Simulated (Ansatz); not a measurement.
Consider the following.

```
CELL_PARAMETERS angstrom
      1.75497     1.01323     7.31737
     -1.75497     1.01323     7.31737
      0.00000    -2.02647     7.31737
ATOMIC_POSITIONS crystal
  Ga 0.94539 0.94539 0.94539
  Ga 0.05461 0.05461 0.05461
  S  0.22886 0.22886 0.22886
  S  0.77114 0.77114 0.77114
```

These are PBEsol+D3BJ with spin-orbit coupling, rigid bands (plane waves, PAW; Ansatz, a first-principles code) values and carry that method's errors. Condition of this run: hydrostatic pressure 2 GPa (the target of the relaxation). Geometry: cell and atoms relaxed with PBEsol+d3bj, then loaded as said.

### Question
What conductivity effective mass do dilute electrons have at 300 K?

### Answer
0.52 (x), 0.52 (y), 0.31 (z) mₑ.

### Question
What conductivity effective mass do dilute holes have at 300 K?

### Answer
1.73 (x), 1.73 (y), 0.150 (z) mₑ.

### Question
And the band gap?

### Answer
1.11 eV at this level; semilocal functionals usually fall short of the measured gap.

Rigid bands, one relaxation time for all states, no polarons. Geometry: cell and atoms relaxed with PBEsol+D3(BJ).

Computed structure with no diffraction record at hand here (it may be known, metastable or hypothetical): GaS under load (space group R-3m). PBEsol with a dispersion correction tends to overbind, so the cell can be several per cent short, in bad cases over ten, which usually narrows a gap: GaS under load (space group R-3m).
